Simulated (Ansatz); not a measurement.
# Pressure series in hypothetical CdI2 type CeO2

Consider CeO₂ in the CdI2 type structure (space group P-3m1, No. 164; a = 3.6012 Å, c = 4.5255 Å; a hypothetical phase, not in the database extracts checked).

Cell and atoms are relaxed at each pressure.

Calculations: DFT with PBE-D3(BJ), PAW potentials and a 420 eV plane-wave cutoff in Ansatz (a first-principles code), no spin-orbit coupling.

```json
[
 {"pressure (GPa)": "0", "volume per atom (Å³/atom)": "16.942"},
 {"pressure (GPa)": "0.3", "volume per atom (Å³/atom)": "16.711"},
 {"pressure (GPa)": "0.7", "volume per atom (Å³/atom)": "?"},
 {"pressure (GPa)": "1.5", "volume per atom (Å³/atom)": "16.029"},
 {"pressure (GPa)": "5", "volume per atom (Å³/atom)": "14.853"},
 {"pressure (GPa)": "7.5", "volume per atom (Å³/atom)": "14.300"},
 {"pressure (GPa)": "10", "volume per atom (Å³/atom)": "13.858"}
]
```

Problem. Fit the third-order Birch–Murnaghan form P(V) = (3B₀/2)[(V₀/V)^(7/3) − (V₀/V)^(5/3)]·[1 + (3/4)(B₀′ − 4)((V₀/V)^(2/3) − 1)] (squares taken in P) to the rows shown and predict the withheld row.

Solution. Least squares on the printed values gives V₀ = 16.929 Å³/atom, B₀ = 22.1 GPa, B₀′ = 8.8; this predicts 16.461 Å³/atom, and the run gives 16.453 Å³/atom, 0.008 lower.

Load acts through the strain it causes; cell and atoms are relaxed under it. Stability against distortions was not tested. No other phases were tried under pressure. Seeded moments were not kept for the base. The final runs are not spin-polarised.
